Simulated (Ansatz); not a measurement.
# Al2Cu: response to strain

Consider Al₂Cu (space group I4/mcm, No. 140; a = 6.006 Å, c = 4.791 Å). Axes: x, y, z lie along a, b, c of the conventional cell.

Strains are applied to the cell and any free atomic positions relax; under biaxial strain the out-of-plane vector relaxes too.

Computed with r2SCAN in Ansatz (plane waves to 500 eV, PAW, scalar-relativistic without spin-orbit coupling), earlier PAW set.

Candidates:
(a) biaxial strain −1.52 %, plane normal [001], relaxed out of plane
(b) isotropic strain +5.89 %
(c) uniaxial strain ε_yy = −0.84 %

Notes on the quantities. energy relative to the base: free energy F.

Problem. Order them by energy relative to the base, lowest first.

Solution. (c) uniaxial strain ε_yy = −0.84 % (+0.6 meV/atom), (a) biaxial strain −1.52 %, plane normal [001], relaxed out of plane (+4.7 meV/atom), (b) isotropic strain +5.89 % (+130 meV/atom)

A biaxial case was relaxed in a doubled cell and then solved in the primitive one. Without a gap, meshes like the base's 12×12×12 leave anisotropic stresses uncertain by several tenths of a GPa, and small strain energies with them. No phonon test of stability was made. The final runs are not spin-polarised.

Ansatz is a quantum-chemistry and plane-wave program.
